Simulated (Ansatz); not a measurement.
Data:

```xyz
8
Lattice="3.8886 0.0000 0.0000 1.9443 3.3677 0.0000 0.0000 0.0000 15.0566" Properties=species:S:1:pos:R:3 pbc="T T T"
Ga     1.9443     1.1226     2.5531
Ga     3.8886     2.2451    10.0814
Ga     3.8886     2.2451    12.5036
Ga     1.9443     1.1226     4.9753
Se     1.9443     1.1226     8.9928
Se     3.8886     2.2451     1.4645
Se     3.8886     2.2451     6.0638
Se     1.9443     1.1226    13.5921
```

No spin polarisation.

Method: Ansatz (an electronic-structure program), PBEsol-D3(BJ), PAW, cutoff 420 eV, no spin-orbit coupling, earlier PAW set. k-mesh 10×10×3 (Γ-centred); smearing 0.05 eV (Fermi–Dirac).

### Question
Predict the in-plane stress and space group.

### Answer
Mean in-plane stress (compression positive): -4.8 GPa
Space group: P6_3/mmc (No. 194)

The cells carry an imposed strain or load. Stability against distortions was not tested. The cell was made from GaSe in the beta-GaS type structure (space group P6_3/mmc, No. 194; layered, stacked along the Cartesian z axis) by this change: biaxial strain +4.96 %, plane normal [001], relaxed out of plane.
